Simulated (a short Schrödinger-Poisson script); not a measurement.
Structure: MOS inversion layer, Si3N4 on p-type Si(100), at 300 K.

From the gate side: 6.2 nm Si3N4; 1600 nm Si, acceptors 6.9e16 cm⁻³.

The device is made up for the run: typed textbook-type constants, with dimensions and the other settings drawn at random. Si3N4: permittivity 7.5, conduction-band edge (eV) 1.95, gap (eV) 5.1, electron mass (mₑ) 0.5. Si: permittivity 11.7, conduction-band edge (eV) 0, gap (eV) 1.124, Nv at 300 K (cm⁻³) 3.1e19.

Channel valleys (confinement mass, in-plane density-of-states mass, number): Δ2 0.916, 0.19, 2; Δ4 0.19, 0.417, 4. At the gate the conduction-band edge of layer 1 lies 2.46 eV − eVg above the Fermi level of the channel; the field vanishes at the back. Gaps are held at their typed values at every temperature. Mesh 0.03 nm at interfaces.

Solved with a short Schrödinger-Poisson script written for these runs: 1D Poisson equation in equilibrium, electrons quantum, Hartree (BenDaniel-Duke, 12 states a valley, the channel's in-plane mass for all, wave functions ending at the dielectric), parabolic valleys, classical holes, full ionisation, no traps, pinning or gate leakage.

```tsv
Vg (V)	electrons (cm⁻²)	C (μF/cm²)	Δ2 E0 (meV from the Fermi level)	Δ4 E0 (meV from the Fermi level)
0.5	1.04e10	0.128	183.0	213.5
0.6	1.43e11	0.454	113.2	146.0
0.7	4.96e11	0.685	78.2	114.9
0.8	9.50e11	0.776	58.3	99.2
0.9	1.45e12	0.823	44.6	89.6
1	1.97e12	0.852	34.0	82.8
1.1	2.51e12	0.873	25.3	77.7
1.2	3.06e12	0.888	17.8	73.6
1.3	3.61e12	0.899	11.2	70.2
1.4	4.18e12	0.908	5.3	67.4
1.5	4.74e12	0.916	-0.1	64.9
1.6	5.32e12	0.922	-5.1	62.7
1.7	5.90e12	0.927	-9.8	60.7
1.8	6.48e12	0.932	-14.3	58.9
1.9	7.06e12	0.936	-18.5	57.2
2	7.64e12	0.939	-22.6	55.7
2.1	8.23e12	0.942	-26.5	54.2
```

Gate voltages with under 1e9 electrons/cm² are left out.

Task: At Vg = 2.1 V the lowest Δ2 subband lies at -26.5 meV from the Fermi level. How many electrons does it hold, and what share of all?

Result: The two-dimensional density of states is g m/(πħ²) = 1.59e11 cm⁻² meV⁻¹ (both spins), kT = 25.9 meV, so n = D kT ln(1 + exp(−E/kT)) = 5.47e12 cm⁻², 0.66 of the 8.23e12 cm⁻² in all.

Task: Compare the slope of the sheet density between 1.9 and 2.1 V with the geometric capacitance of the layers between gate and channel.

Result: q Δn/ΔV = 0.937 μF/cm²; ε0/Σ(t/ε) = 1.07 μF/cm². The ratio is 0.88: the channel acts as a further capacitance in series.
